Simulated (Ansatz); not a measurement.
Ansatz (an electronic-structure program), DFT, PBE, plane waves, its default PAW files: Al(100) slab of 6 layers, 2x2, O adatom, atoms displaced (Al24O), unrelaxed, 25 atoms. Basis and mesh were picked for this test and aren't claimed converged.

| Item | Value |
|---|---|
| cell | 5.73, 5.73, 31.73 Å; 90, 90, 90° |
| distance to the nearest atom | 2.04 to 2.83 Å |
| task | single point |
| k mesh | 4×4×1 |
| hamiltonian.xc | pbe |
| kind of files | paw |
| scf.occupations.method | gaussian |
| scf.occupations.width | 0.2 eV |
| scf.initial_density.chi_scale | 0.1 |
| output.forces | true |
| binding of workers (--pin) | off |
| k-point pools (--kpoint-pools) | 1 |
| memory maximum (--max-ram) | 8GiB |
| accuracy | medium (default) |
| basis.precision | auto (default) |
| basis.xc_grid | 2 (default) |
| scf.eigensolver.kind | auto (default) |
| scf.convergence.dr2_threshold | 1e-07 (default) |
| scf.lower_state_search | light (default) |
| k-points after symmetry | 10 |
| bands at the start | 64 |
| electrons | 78 |
| plane waves at Γ | 20447 |
| cutoff (eV) | 420 |
| FFT grid | 40×40×216 |
| symmetry operations | 1 |

Settings of this run: scf.mixing.algorithm = broyden, scf.mixing.preconditioner = kerker, scf.mixing.q_tf = 1.5 1/Å, scf.algorithm = auto; 4 threads.

```
iteration  dr2 (eV)    Hψ
---------  --------  ----
1            4.40e3  5696
2            2.46e2  7084
3            5.81e2  3173
4            1.97e1  2805
5            6.92e1  1508
6            1.39e1  2056
7            8.18e0  1768
8            1.35e1   708
9            2.03e1  1043
10           3.47e0  1305
11           1.72e0   761
12           5.43e0   883
13           1.26e0   768
14           6.38e0   661
…                 …     …
23          5.81e-2   546
24          5.21e-2   659
25          3.10e-2   519
26          2.00e-2   559
27          1.09e-2   519
28          7.16e-3   542
29          4.15e-3   696
30          1.73e-3   617
…                 …     …
38          3.12e-5   617
39          2.42e-5   620
40          1.05e-5   649
41          2.68e-6   779
42          1.14e-6   733
43          3.67e-7   703
44          1.00e-7   837
45          7.01e-8  1853
```

It converged after 45 SCF iterations.

Task: Which change of one setting makes this cycle converge in far fewer steps?

Result: This is not unique; one that fits is scf.mixing.q_tf = 0.5 1/Å (25 SCF iterations), all else kept. The other changes of this size gave: scf.mixing.q_tf = not set (46). With more settings changed, the fewest of all runs of this system: scf.mixing.preconditioner = auto (default), scf.mixing.beta = 0.7, scf.mixing.q_tf = not set (13). In that run the program took: scf.eigensolver.kind band_cg, --slots 4. The change moves the result by: energy under 0.001 meV/atom, forces (largest component) 0.13 meV/Å. Counts are of single runs.

Keys are those of Ansatz 0.2.
